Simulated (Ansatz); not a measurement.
The reference is KTaO₃ in the cubic perovskite structure (space group Pm-3m, No. 221; a = 4.024 Å).

Method: PBE/PAW in Ansatz (a program for electronic structure), no SOC.

Strains are applied to the cell and any free atomic positions relax.

One change was made to it. Results:

```json
[
 {"quantity": "energy relative to the base (free energy F)", "base": "0 meV/atom", "after": "+43 meV/atom"},
 {"quantity": "pressure", "base": "0.01 GPa", "after": "16.15 GPa"},
 {"quantity": "band gap", "base": "2.16 eV", "after": "2.33 eV"},
 {"quantity": "width of the top valence band", "base": "1.07 eV", "after": "1.09 eV"}
]
```

Problem. Name the change that was made.
A) isotropic strain −3.00 %
B) isotropic strain −1.80 %
C) isotropic strain −2.40 %
D) isotropic strain −1.20 %
E) isotropic strain −0.60 %

Solution. C, isotropic strain −2.40 %. For comparison, the energy relative to the base in the other runs: isotropic strain −1.20 % gives +10 meV/atom; isotropic strain −1.80 % gives +24 meV/atom; isotropic strain −0.60 % gives +2.6 meV/atom; isotropic strain −3.00 % gives +69 meV/atom.

With Ta present, leaving out spin-orbit coupling can change the band edges. Gaps are read on the SCF mesh and a high-symmetry path. Whether these cells are dynamically stable was not tested.
